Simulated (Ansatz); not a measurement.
Consider InAs in the zinc blende structure (space group F-43m, No. 216; a = 6.108 Å).

Computed with Ansatz (an electronic-structure program), r2SCAN, PAW, cutoff 500 eV, no SOC, earlier PAW set.

For the base:

The band gap is 0.08 eV and the pressure comes out as 0.0 GPa.

Now apply this change: every lattice vector is stretched by 1.74 %; the atoms relax in the strained cell.

Problem. What does the calculation give for the energy relative to the base, band gap and pressure after the change?

Solution. The energy goes up by 13 meV/atom; the band gap changes from 0.08 eV to zero; the pressure goes from zero to -2.6 GPa.

A case with no gap was solved on a k-mesh chosen for an insulator, which is coarse for it. Stability against distortions was not tested. The final runs are not spin-polarised. A zero or small gap of InAs can be the functional's error rather than a property of the material.
